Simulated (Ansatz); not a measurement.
The starting structures come from a database of crystals and need not be the phases stable at ambient conditions.

 Where the default PAW files enter, the runs use the earlier of Ansatz's two default sets.

Crystal: LaCuSeO (P4/nmm, not sure to be the ambient phase, 8 atoms a cell, 18.3 Å³ an atom); planes in its conventional cell.

All values below come from r2SCAN (plane waves, PAW; Ansatz, a first-principles code).

The gap is the functional's own. No spin-orbit coupling. Mid-gap values are interpolated on the energy grid.

| plane | area of the cell (Å²) | mid-gap κ (1/Å) | largest κ in the gap (1/Å) |
|---|---|---|---|
| (001) | 16.6 | 0.23 | 0.23 |
| (110) | 50.8 | (withheld) | (withheld) |
| (100) | 35.9 | (withheld) | (withheld) |

Question: The slowest decay depends on the direction. Supply the withheld values.

Answer: 
- (110), mid-gap κ (1/Å): 0.20
- (110), largest κ in the gap (1/Å): 0.20
- (100), mid-gap κ (1/Å): 0.17
- (100), largest κ in the gap (1/Å): 0.17
